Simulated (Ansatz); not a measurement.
Worked example: self-consistent single point of Lu₂AlCo₃ (R3m, 6 atoms in the cell) in Ansatz (a program for electronic structure).

Method of the run: LDA (PW92), default PAW files made with PBE (plane waves; Ansatz).

The change in words: lattice scaled by 0.98; kpoints.mp_grid.grid: 8 8 8 → 14 14 14. Reference geometry:
```
Lu2AlCo3
1.0
    2.59108     1.49596     3.78806
   -2.59108     1.49596     3.78806
    0.00000    -2.99193     3.78806
Lu Al Co
2 1 3
Direct
  0.37555   0.37555   0.37555
  0.62885   0.62885   0.62885
  0.00000   0.00000   0.00000
  0.50000   0.00000   0.00000
  0.00000   0.50000   0.00000
  0.00000   0.00000   0.50000
```

Reference input (self-consistent single point, DFT, LDA (PW92), plane waves, default PAW files made with PBE): basis.ecutwfc = 420 eV; kpoints.mp_grid.grid = 8 8 8; hamiltonian.xc = lda; hamiltonian.pseudopotentials = {kind: paw} (the program's default PAW files); scf.occupations.method = fermi_dirac; scf.occupations.width = 0.1 eV. This run's input differs from it in these lines:

Ansatz 0.2 input:
```diff
@@ -2,5 +2,5 @@
   lattice:
-    - [2.591084, 1.495964, 3.788058]
-    - [-2.591084, 1.495964, 3.788058]
-    - [0.000000, -2.991926, 3.788058]
+    - [2.539262, 1.466045, 3.712297]
+    - [-2.539262, 1.466045, 3.712297]
+    - [0.000000, -2.932087, 3.712297]
   atoms:
@@ -15,3 +15,3 @@
 kpoints:
-  mp_grid: { grid: [8, 8, 8] }
+  mp_grid: { grid: [14, 14, 14] }
 hamiltonian:
```

Log, with long lists cut:

```
SCF iter   1: F=—  HF=-44689.860727 eV  |F-HF|=—  |Δ(HF+E_count)|=         —  Δρ=2.41e-2  dr2=3.01e-1  ethr=1.77e-3  ⟨swp⟩=7.1  Hψ=82047  notcnv=0  defer=56
all-band conjugate gradients solve this SCF's bands
preconditioner: auto → Kerker (q_TF=auto, 2.833 Å⁻¹)
SCF iter   2: F=—  HF=-44689.836045 eV  |F-HF|=—  |Δ(HF+E_count)|=   2.47e-2  Δρ=9.20e-3  dr2=4.38e-2  ethr=2.90e-4  ⟨swp⟩=2.2  Hψ=38855  notcnv=0  defer=242
   [... lines left out ...]
SCF iter   7: F=—  HF=-44689.833060 eV  |F-HF|=—  |Δ(HF+E_count)|=   1.70e-5  Δρ=1.00e-4  dr2=4.45e-6  ethr=4.43e-8  ⟨swp⟩=2.1  Hψ=32320  notcnv=0  defer=242
SCF iter   8: F=—  HF=-44689.833059 eV  |F-HF|=—  |Δ(HF+E_count)|=   1.43e-6  Δρ=3.64e-5  dr2=7.95e-7  ethr=4.28e-9  ⟨swp⟩=3.4  Hψ=42616  notcnv=0  defer=242
SCF iter   9: F=—  HF=-44689.833058 eV  |F-HF|=—  |Δ(HF+E_count)|=   7.67e-7  Δρ=1.99e-5  dr2=1.81e-7  ethr=7.65e-10  ⟨swp⟩=3.0  Hψ=36785  notcnv=0  defer=242
SCF iter  10: F=-44689.833058 eV  HF=-44689.833058 eV  |F-HF|=3.79e-8  |Δ(HF+E_count)|=   4.20e-8  Δρ=7.52e-6  dr2=2.97e-8  ethr=9.62e-11  ⟨swp⟩=12.2  Hψ=113978  notcnv=0
SCF 1 converged in 10 iterations: F = -44689.833058 eV  dr2 = 2.97e-8
Free energy (F): -44689.833058 eV
Internal energy: -44689.660964 eV  (E = F + TS)
E sigma→0 (E₀):  -44689.747011 eV
Entropy (-TS):   -0.172094 eV (-28.682 meV/atom)
Fermi energy:    18.254958 eV
--- Forces (eV/Å), atoms counted from 1 ---
  atom   1  Lu    -0.00000000    -0.00000002    -0.17227282
  atom   2  Lu    -0.00000000    -0.00000000    -0.02443416
  atom   3  Al     0.00000000    -0.00000000    -0.00679953
  atom   4  Co    -0.04467053    -0.02579053     0.06783378
  atom   5  Co     0.04467053    -0.02579053     0.06783378
  atom   6  Co     0.00000000     0.05158109     0.06783377
--- Stress (GPa, compression-positive) ---
        2.537397      -0.000000       0.000000
       -0.000000       2.537397       0.000000
        0.000000       0.000000       5.666811
  P = ⅓ Tr σ = 3.5805 GPa (35.805 kbar)
  The stress holds the Pulay correction. Without it, at fixed plane waves, as pw.x and ABINIT print it: P = 3.4213 GPa
```

The run converged in 10 iterations. Against the reference run the free energy falls by 5.6 meV/atom, the pressure goes from -5.24 to 3.58 GPa and the largest force goes from 0.251 to 0.172 eV/Å.

The starting cell comes from a database of computed structures (which also holds hypothetical and non-ambient phases and stackings), without a prior relaxation at this level. Its lattice was rescaled by up to half a per cent. One atom was moved a little off its site on purpose. For this run, on top of that: lattice scaled by 0.98. Spin polarisation is off. With a pressure of about 4 GPa the cell is away from its equilibrium volume at this level. Ansatz's pressure includes its estimate of the finite-basis (Pulay) stress.

Cost on one core of a shared machine: roughly 4 min.
